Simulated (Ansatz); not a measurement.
The parent structure is AlNi in the CsCl type structure (space group Pm-3m, No. 221; a = 2.893 Å; non-magnetic).

Structures relaxed with PBE in Ansatz (plane waves to 420 eV, PAW, no spin-orbit coupling), earlier PAW set.

Base:

Simulated powder pattern, Mo Kα, λ = 0.71073 Å (kinematic, ideal powder, no thermal factors, no anomalous dispersion; the 10 strongest lines at most, above 2 %, up to 2θ = 40°):

| 2θ (°) | I/Imax (%) | hkl |
|---|---|---|
| 14.11 | 22 | (100) |
| 20.01 | 100 | (110) |
| 24.57 | 6.0 | (111) |
| 28.45 | 17 | (200) |
| 31.89 | 7.2 | (210) |
| 35.03 | 33 | (211) |

The change: cell and atoms relaxed at a pressure of 5 GPa.

**Question.** How do the reflections move or split?

**Answer.** 
Simulated powder pattern, Mo Kα, λ = 0.71073 Å (kinematic, ideal powder, no thermal factors, no anomalous dispersion; the 10 strongest lines at most, above 2 %, up to 2θ = 40°):

```json
[
 {"2θ (°)": "14.25", "I/Imax (%)": "22", "hkl": "(100)"},
 {"2θ (°)": "20.21", "I/Imax (%)": "100", "hkl": "(110)"},
 {"2θ (°)": "24.82", "I/Imax (%)": "6.0", "hkl": "(111)"},
 {"2θ (°)": "28.73", "I/Imax (%)": "17", "hkl": "(200)"},
 {"2θ (°)": "32.21", "I/Imax (%)": "7.2", "hkl": "(210)"},
 {"2θ (°)": "35.38", "I/Imax (%)": "33", "hkl": "(211)"}
]
```

The indices refer to the base's conventional cell; one index is shown for lines that coincide.

Load acts through the strain it causes; cell and atoms are relaxed under it. Stability against distortions was not tested. No other phases were tried under pressure. Seeded moments were not kept for the base. All final runs are without spin polarisation.

Ansatz is a first-principles code.
